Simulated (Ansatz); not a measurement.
Consider Te in the diamond structure (space group Fd-3m, No. 227; a = 7.0606 Å; a hypothetical phase, not in the database extracts checked; relaxed with 0.1 eV smearing). Axes: x, y, z lie along the cube axes.

Calculations: Ansatz (a first-principles code) PBEsol, without spin-orbit coupling.

Base values:

| Property | Result |
|---|---|
| Pressure | 0.0 GPa |

It is then changed as follows: biaxial strain −1.13 %, plane normal [110], relaxed out of plane (Cartesian); in-plane vectors clamped, the third vector and the atoms free.

**Question.** Predict the new energy relative to the base, ratio −ε⊥/ε∥ and pressure.

**Answer.** The energy shrinks by 121 meV/atom; the ratio −ε⊥/ε∥ is 9.71; the pressure (mean of the normal stresses, compression positive) goes from zero to -0.3 GPa.

Whether these cells are dynamically stable was not tested. Under biaxial strain −1.13 %, plane normal [110], relaxed out of plane the cell ends below the base's energy or with stress of the wrong sign: the atoms slid into a distortion or the cell is elastically unstable, so the base is not a stable minimum at this level.
